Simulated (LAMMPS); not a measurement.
Molecular dynamics of a melt of Al (fcc) with 90 % of Al sites Cu, 864 atoms, cooled from 1840 K to 300 K at 1e+14 K/s, at zero pressure.

Level of theory: classical MD, pair style adp, file AlCu.adp; code LAMMPS.

| Property | Result |
|---|---|
| state found | glass |
| density | 8.04 g/cm³ (one sample) |
| volume per atom | 12.4 Å³ (one sample) |
| enthalpy per atom | -3.450 eV (one sample) |
| first peak of g(r), Al-Cu | 2.45 Å, height 5.9 |
| coordination number of Al by Cu | 10.9 (counted to 3.10 Å) |
| coordination number of Cu by Al | 1.21 (counted to 3.10 Å) |
| first peak of g(r), Cu-Cu | 2.51 Å, height 4.3 |
| coordination number of Cu by Cu | 12.2 (counted to 3.46 Å) |
| first peak of g(r), Al-Al | 2.72 Å, height 1.4 |
| coordination number of Al by Al | 1.14 (counted to 3.42 Å) |
| most common Al-Cu-Cu angle | in the 3° bin centred on 58.5° (mean of all 95°) |
| most common Cu-Cu-Cu angle | in the 3° bin centred on 58.5° (mean of all 96°) |
| most common Cu-Al-Cu angle | in the 3° bin centred on 61.5° (mean of all 97°) |
| energy above the random crystal at 0 K | 0.064 eV/atom |
| cost | about 10 core-minutes (a rough figure) |

Potential: file AlCu.adp of the LAMMPS distribution; its header cites Apostol and Mishin, Phys Rev B 83, 054116 (2011).
